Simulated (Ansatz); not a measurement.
A self-consistent single point of LaNi2Ge2 (I4/mmm, 5 atoms in the cell) with Ansatz (an electronic-structure program)

Method of the run: LDA (PW92), default PAW files made with PBE (plane waves; Ansatz).

Input:

Ansatz 0.2 input:
```yaml
# La(NiGe)2
crystal:
  lattice:
    - [-2.09844100, 2.09844100, 4.95559700]
    - [2.09844100, -2.09844100, 4.95559700]
    - [2.09844100, 2.09844100, -4.95559700]
  atoms:
    - { symbol: La, position: [0.00000000, 0.00000000, 0.00000000] }
    - { symbol: Ni, position: [0.25000000, 0.75000000, 0.50000000] }
    - { symbol: Ni, position: [0.75000000, 0.25000000, 0.50000000] }
    - { symbol: Ge, position: [0.63661000, 0.63661000, 0.00000000] }
    - { symbol: Ge, position: [0.36339000, 0.36339000, 0.00000000] }
basis:
  ecutwfc: 420.0 eV
kpoints:
  mp_grid:
    grid: [9, 9, 9]
hamiltonian:
  xc: lda
  pseudopotentials:
    kind: paw
scf:
  occupations:
    method: gaussian
    width: 0.1 eV
output:
  forces: true
  eigenvalues: true
  stress: true
```

The program printed (abridged):

```
WARN ansatz: RAYON_NUM_THREADS=1 ignored (pool sized by the plan → 1); use --threads N
Pseudopotentials: kind: paw
Pseudopotential: La, paw, valence charge 11
Pseudopotential: Ni, paw, valence charge 18
Pseudopotential: Ge, paw, valence charge 14
Crystal: 5 atoms, lattice volume = 87.287 Å³
Basis set: ecut = 420 eV, 1669 PW (Γ)
Bands: 45, of which v1, the nominal top of the filled ones, is band 38 counted from 1 (37 counted from 0)
Symmetry: 16 space group operations
Space group: I4/mmm (ITA 139), of the structure as read, at distance tolerance 4.4e-5 Å
k-points: 75 of 729
PAW frozen core: La, regenerated for the run's functional, and the local potential with it
PAW frozen core: Ni, regenerated for the run's functional, and the local potential with it
PAW frozen core: Ge, regenerated for the run's functional, and the local potential with it
Initial density: superposition of atomic densities (neutral atoms: chi_scale 0, normalization atom), corrected by the library's trained network
Initial wavefunctions: pseudopotential atomic-orbital guess
Eigensolver: davidson
Functional: x = slater, c = lda
SCF iter   1: F=—  HF=-26057.930519 eV  |F-HF|=—  |Δ(HF+E_count)|=         —  Δρ=9.44e-3  dr2=3.78e-2  ethr=1.77e-3  ⟨swp⟩=5.8  Hψ=11451  notcnv=0
all-band conjugate gradients solve this SCF's bands
preconditioner: auto → Kerker (q_TF=auto, 2.660 Å⁻¹)
SCF iter   2: F=—  HF=-26057.920307 eV  |F-HF|=—  |Δ(HF+E_count)|=   1.02e-2  Δρ=3.35e-3  dr2=1.24e-2  ethr=5.04e-5  ⟨swp⟩=2.0  Hψ=7173  notcnv=0  defer=148
SCF iter   3: F=—  HF=-26057.917657 eV  |F-HF|=—  |Δ(HF+E_count)|=   2.65e-3  Δρ=1.60e-3  dr2=3.02e-3  ethr=1.66e-5  ⟨swp⟩=1.9  Hψ=4140  notcnv=0  defer=148
SCF iter   4: F=—  HF=-26057.916797 eV  |F-HF|=—  |Δ(HF+E_count)|=   8.61e-4  Δρ=3.03e-4  dr2=4.71e-5  ethr=4.02e-6  ⟨swp⟩=2.2  Hψ=6016  notcnv=0  defer=148
SCF iter   5: F=—  HF=-26057.916777 eV  |F-HF|=—  |Δ(HF+E_count)|=   1.97e-5  Δρ=1.17e-4  dr2=9.87e-6  ethr=6.28e-8  ⟨swp⟩=2.1  Hψ=5575  notcnv=0  defer=148
SCF iter   6: F=—  HF=-26057.916772 eV  |F-HF|=—  |Δ(HF+E_count)|=   5.28e-6  Δρ=4.44e-5  dr2=2.26e-6  ethr=1.32e-8  ⟨swp⟩=2.6  Hψ=6406  notcnv=0  defer=148
SCF iter   7: F=—  HF=-26057.916771 eV  |F-HF|=—  |Δ(HF+E_count)|=   3.68e-7  Δρ=1.32e-5  dr2=1.32e-7  ethr=3.01e-9  ⟨swp⟩=2.6  Hψ=5656  notcnv=0  defer=148
SCF iter   8: F=-26057.916771 eV  HF=-26057.916771 eV  |F-HF|=3.57e-9  |Δ(HF+E_count)|=   2.66e-8  Δρ=2.77e-6  dr2=6.48e-9  ethr=1.33e-10  ⟨swp⟩=9.9  Hψ=14415  notcnv=0
SCF 1 converged in 8 iterations: F = -26057.916771 eV  dr2 = 6.48e-9
SCF converged after 8 iterations
Free energy (F): -26057.916771 eV
Harris-Foulkes:  -26057.916771 eV  (|F-HF|=3.57e-9)
Internal energy: -26057.894757 eV  (E = F + TS)
E sigma→0 (E₀):  -26057.905764 eV
Entropy (-TS):   -0.022015 eV (-4.403 meV/atom)
Fermi energy:    13.526410 eV
--- Per-component energies (eV) ---
  E_band       = -885.490390
  E_kinetic    = 988.295164
  E_local      = -14199.652031  (includes V_loc(G=0)·N_el)
  E_nonlocal   = 2225.949147
  E_hartree    = 6182.345873
  E_xc         = -459.953209
  E_vxc        = -499.328304  (∫ρ·V_xc dr)
  E_paw        = -12259.875165  (= ΣΔE_a)
  E_vpaw       = -1765.456449  (= ΣTr[D̂ρ^β])
  E_aug_tail   = 0.001468  (compensation charges beyond the density's cutoff)
  E_ewald      = -8540.013614
  E_core_change = 5.007610  (= ΣΔE_core)
  E_smearing   = -0.022015  (= −TS)
  E_closure    = 0.000000  (closes the sum)
  Σ components = -26057.916771   (vs F -26057.916771, Δ=0.00e0)
--- Forces (eV/Å), atoms counted from 1 ---
  atom   1  La    -0.00000000     0.00000000     0.00000000
  atom   2  Ni     0.00000000    -0.00000000     0.00000000
  atom   3  Ni    -0.00000000    -0.00000000     0.00000000
  atom   4  Ge     0.00000000     0.00000000     0.16381031
  atom   5  Ge     0.00000000     0.00000000    -0.16381031
  max |Σ_I F_I| component: 1.39e-17 eV/Å
--- Stress (GPa, compression-positive) ---
       -7.143315       0.000000       0.000000
        0.000000      -7.143315      -0.000000
        0.000000       0.000000      -6.657554
  P = ⅓ Tr σ = -6.9814 GPa (-69.814 kbar)
  The stress holds the Pulay correction. Without it, at fixed plane waves, as pw.x and ABINIT print it: P = -7.0234 GPa
--- Band table (eV; the first three rows and the last of 75) ---
  k-point 0: bands = ["-88.6688", "-88.6669", "-49.5186", "-49.5159", "-49.5103", "-49.5103", "-49.4955", "-49.4955", "-18.7089", "-10.6567", "-10.6140", "-10.6140", "-10.5806", "-10.5806", "-10.5584", "-10.5576", "-10.5556", "-10.5436", "-10.5294", [...]
  k-point 1: bands = ["-88.6687", "-88.6670", "-49.5184", "-49.5161", "-49.5105", "-49.5085", "-49.4975", "-49.4954", "-18.7042", "-10.6569", "-10.6151", "-10.6144", "-10.5812", "-10.5801", "-10.5579", "-10.5567", "-10.5549", "-10.5435", "-10.5300", [...]
  k-point 2: bands = ["-88.6684", "-88.6673", "-49.5180", "-49.5164", "-49.5110", "-49.5037", "-49.5023", "-49.4950", "-18.6923", "-10.6573", "-10.6182", "-10.6153", "-10.5827", "-10.5785", "-10.5568", "-10.5544", "-10.5535", "-10.5426", "-10.5318", [...]
  k-point 74: bands = ["-88.6688", "-88.6670", "-49.5185", "-49.5160", "-49.5099", "-49.5099", "-49.4960", "-49.4960", "-18.7048", "-10.6607", "-10.6214", "-10.6211", "-10.5735", "-10.5732", "-10.5625", "-10.5529", "-10.5498", "-10.5381", [...]
```

The run converged in 8 iterations.

The starting cell comes from a database of computed structures (which also holds hypothetical and non-ambient phases and stackings), without a prior relaxation at this level. Its lattice was rescaled by up to half a per cent. Spin polarisation is off. With a pressure of about -7 GPa the cell is away from its equilibrium volume at this level. Ansatz's pressure includes its estimate of the finite-basis (Pulay) stress.
